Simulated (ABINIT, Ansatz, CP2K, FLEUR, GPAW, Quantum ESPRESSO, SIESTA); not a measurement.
Zr2Sb3Pd (P-4m2, 6 atoms in the cell) computed with different codes at matched settings

Self-consistent single point.

```
Zr2Sb3Pd
1.0
    3.96126     0.00000     0.00000
    0.00000     3.96126     0.00000
    0.00000     0.00000     8.73892
Zr Sb Pd
2 3 1
Cartesian
  1.98063   0.00000   6.45972
  0.00000   1.98063   2.27920
  1.98063   0.00000   3.35374
  0.00000   1.98063   5.38518
  0.00000   0.00000   0.00000
  1.98063   1.98063   0.00000
```

All programs got the same cell, k-point mesh and kind of occupations (in Ansatz's words: kpoints.mp_grid.grid = 7 7 3; scf.occupations.method = gaussian; scf.occupations.width = 0.01 Ry); potentials, basis and cutoffs are each program's usual ones.

```
code                                                                                                                                      model  pressure (GPa)  largest force (eV/Å)  k-points           cutoff
----------------  -----------------------------------------------------------------------------------------------------------------------------  --------------  --------------------  --------  ---------------
FLEUR                                                                           PBEsol, all-electron FLAPW (FLEUR), scalar-relativistic valence               –                 0.113        20  Kmax 4.1 1/bohr
ABINIT                                                                                       PBEsol, PAW (JTH v2.0 PBE PAW, files made for PBE)           -4.96                 0.119        20           653 eV
CP2K                                                                 PBEsol, GPW, DZVP-MOLOPT-SR-GTH basis, GTH-PBE potentials (GTH_POTENTIALS)           -2.23                 0.165        74      grid 500 Ry
GPAW                                                                                      PBEsol, GPAW PAW datasets PBEsol (made by gpaw-setup)           -5.35                 0.115        20           550 eV
Quantum ESPRESSO                                                                           PBEsol, GBRV 1.5 ultrasoft (PBESOL) pseudopotentials           -4.76                 0.123        20            40 Ry
SIESTA            GGA PBEsol, numerical atomic orbitals TZP, PseudoDojo PBEsol standard norm-conserving potentials (rewritten from UPF to PSML)           -5.10                 0.110        74      grid 350 Ry
Ansatz                                                                                                          PBEsol, PAW files made with PBE           -4.85                 0.117        20          default
```

A dash marks a value that a program does not give, or that is left out as unsure.

The spread over the programs that give each value: pressure within 3.12 GPa; largest force within 0.055 eV/Å.

The starting cell comes from a database of computed structures (which also holds hypothetical and non-ambient phases and stackings), without a prior relaxation at this level. On Ansatz's run: Spin-orbit coupling is off. Spin polarisation is off. In the base run, with a pressure of about -5 GPa the cell is away from its equilibrium volume at this level.

Q: Why do the programs differ, and what cannot be compared?

A: Differences of this kind can come from the potentials, where these differ, and from what each basis and cutoff leave unconverged. The valence holds different numbers of electrons (FLEUR 85, ABINIT 87, CP2K 57, GPAW 85, Quantum ESPRESSO 85, SIESTA 87, Ansatz (a quantum-chemistry and plane-wave program) 87). The zero of total energies and Fermi levels follows the potentials and each program's conventions, so they are not compared here. CP2K and SIESTA use small atom-centred bases, whose incompleteness enters pressures, forces and empty levels differently from a plane-wave cutoff. FLEUR treats all electrons, but the usual bases taken here (sphere radii, linearisation, local orbitals, empty states) were not tested for convergence, so the values are no reference for the others. Ansatz's pressure is given at a fixed set of plane waves, as the other plane-wave codes print theirs. Ansatz's smearing width was typed in Ry to four decimals, so it matches the others to a few per cent. The programs reduce the same mesh by symmetry to different extents, which changes the work and not the result. In the pressure, CP2K (by 2.67) lies more than 1 GPa from the median of the plane-wave programs. In the force vectors, CP2K (by 0.097) lies more than 0.08 eV/Å from the median of the plane-wave programs.

Left out of this page: Elk (not drawn, or without a comparable value).

Keys are those of Ansatz 0.2.
